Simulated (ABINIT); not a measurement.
Pressure against volume in hcp Be (space group 194) (ABINIT, PBE)

```
CELL_PARAMETERS angstrom
      2.24928     0.00000     0.00000
     -1.12464     1.94793     0.00000
      0.00000     0.00000     3.51634
ATOMIC_POSITIONS crystal
  Be 0.66667 0.33333 0.75000
  Be 0.33333 0.66667 0.25000
```

Method of the run: PBE, norm-conserving pseudopotentials (PseudoDojo nc-sr-05 PBE standard) (plane waves; ABINIT). Settings: pseudos = [Be.upf]; ecut = 57 Ha; occopt = 3; tsmear = 0.00183747 Ha; ngkpt = 29 29 16; nshiftk = 1; shiftk = 0 0 0; potentials = PseudoDojo nc-sr-05 PBE standard; nband = 9; kptopt = 1; nstep = 80; tolvrs = 1e-12. The cell above is the first row's. The rows scale it uniformly. In all rows fractional positions and the k mesh are held.

```csv
V (Å^3/atom),P (GPa)
7.7034,4.41
7.8708,1.54
8.0383,-1.07
8.2057,-3.47
8.3732,-5.65
8.5407,-7.65
8.7081,-9.47
8.8756,-11.14
9.0431,?
```

Q: Using a cubic, estimate the missing P at V = 9.0431 from the other rows, showing the fit.

A: With u = V - 8.3, the rows have u = -0.5966, -0.4292, -0.2617, -0.0943, 0.0732, 0.2407, 0.4081, 0.5756. Least squares gives P = -4.722 - 12.967·u + 3.530·u² - 0.649·u³. Residuals (row less fit): 0.002, -0.005, 0.005, -0.003, 0.003, -0.002, 0.000, 0.000; standard error 0.004 (degrees of freedom: 4). The fitted pressure is zero at V0 = 7.968, where dP/dV = -15.53, so B0 = -V0·dP/dV = 124 GPa. At the withheld row, u = 0.7431, so P = -4.722 - 12.967 × 0.7431 + 3.530 × 0.7431² - 0.649 × 0.7431³ = -12.675 GPa. The calculation gives -12.67 GPa, which the fit meets to the printed digits. The row lies outside the fitted rows, so this is an extrapolation. From the scatter of the fitted rows alone, a prediction at this place has a standard error of 0.011 GPa, so the miss is 0.4 times that.

Carrying the step between the two nearest rows on in a straight line would have given -12.81, off by 0.14; series whose last step already gives the withheld value aren't shown. The scan was laid around a cell of about the measured size, scaled by a guess for this functional; axis ratios and inner coordinates come from that cell. The runs keep the symmetry of the cell, so they don't test it for distortions. The shape of the cell and the inner coordinates aren't relaxed, so V0 and B0 belong to this uniform scaling; a relaxed crystal lies no higher in energy and is usually softer. Cutoffs and mesh are single choices, not tested for convergence of this quantity. Series with a scatter that would blur these digits, or in which a gap closes, are not shown.
